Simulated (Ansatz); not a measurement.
Gap of an H-capped Sn nanowire along [110], 8 atoms a period besides the caps at several levels, all on one geometry.

Levels: PBE (plane waves to 420 eV, PAW; Ansatz, a first-principles code); Ansatz with PBE with spin-orbit coupling; r2SCAN (plane waves to 500 eV, PAW; Ansatz); HSE06 in Ansatz. Unmarked values and the geometry are of the first. Mesh 1×1×8. No spin polarisation. It repeats along c; a and b span vacuum. An idealised model, cut from the bulk lattice. Only distortions within the start's symmetry and period were free. Values not marked SOC lack spin–orbit coupling. HSE06 ran on a 1×1×4 mesh and at PBE's edge points.

```
level    gap (eV)
-------  --------
PBE          1.33
PBE+SOC         ?
r2SCAN       1.64
HSE06        2.00
```

Problem. Fill in the missing entries.

Solution. 
- PBE+SOC, gap (eV): 1.31
